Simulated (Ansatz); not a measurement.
Ca$_{3}$TlN (Pm-3m), Ansatz (a quantum-chemistry and plane-wave program) with PBEsol, DFPT electron-phonon coupling, linearised Boltzmann equation. Phonon-limited resistivity 38.9 μΩ·cm at 300 K, current-weighted mean free path 5.0 nm.

Task: Estimate the resistivity of a 80 nm square wire with diffuse walls from ρ ≈ ρ₀(1 + 3ℓ/4d).

Result: 1 + 0.75 × 5.0/80 = 1.05, so ρ ≈ 40.7 μΩ·cm and a line 1 μm long has 63.6 Ω. The formula is the free-electron limit for d well above ℓ; grain boundaries add to it.

Task: What is the classical skin depth at 1 GHz (nonmagnetic, μ₀ = 1.257×10⁻⁶ H/m)?

Result: δ = √(ρ/(π f μ₀)) = 9930 nm.

A metal at this level (no band gap). Only scattering by harmonic phonons is included (no impurities, grain boundaries, electron-electron scattering or thermal expansion). Spin-orbit coupling is left out, which matters with elements this heavy. The squared frequency of the phonon mode least converged on the k mesh is uncertain by about 10 %. The run warned that the eigensolver left some states short of its tolerance. Halving the electron mesh (20x20x20) moves the resistivity by up to 7 % at 300 K, the mean free path by up to 8 %. Smearing 0.20 eV; phonons on a 3x3x3 q mesh, which this run doesn't test.

Computed structure with no diffraction record at hand here (it may be known, metastable or hypothetical): Ca3TlN (Pm-3m).
